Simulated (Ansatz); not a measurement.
System: interstitial Li in monoclinic ZrO2 with all lengths changed by +1 % (charge state +1). All values below come from PBE, PAW (plane waves to 420 eV; Ansatz, an electronic-structure program).

96-site cell at the strained lattice (strain from the relaxed PBE one, atoms relaxed), the Γ point alone, smearing 0.01 eV, spin-restricted, no finite-size correction. Energies are static. The charge state is imposed; whether it is stable for some Fermi level was not computed. Sites that were not tried may lie lower.

The step: Li moves alone to another site; the atom moves 3.26 Å along (0.00, 0.34, 0.50) of the unit cell; the moving atom starts with neighbours O at 1.83, O at 1.84, O at 2.01, O at 2.05 Å and ends with O at 1.83, O at 1.84, O at 2.01, O at 2.05 Å. On the band's own sampling the forward barrier is 0.97 eV. Harmonic modes of the moving Li atom alone, all others held, come from finite differences of 0.015 Å. The saddle point's order was not checked.

Q: Give the atom's modes at both geometries.

A: start 9.7, 16.9, 18.1 THz; saddle point 4.4i, 23.1 and 24.4 THz.

Q: What attempt frequency and zero-point change of the barrier follow from these modes alone, and what classical rate at 300 K?

A: ν = (9.7 × 16.9 × 18.1) / (23.1 × 24.4) ≈ 5.2 THz. The zero-point energy changes the barrier by h/2 × (47.5 − 44.6) THz = 0.006 eV. The classical rate is ν exp(−0.97/0.0259) ≈ 0.0003 s⁻¹. One atom's modes give a rough prefactor, not that of the whole cell.
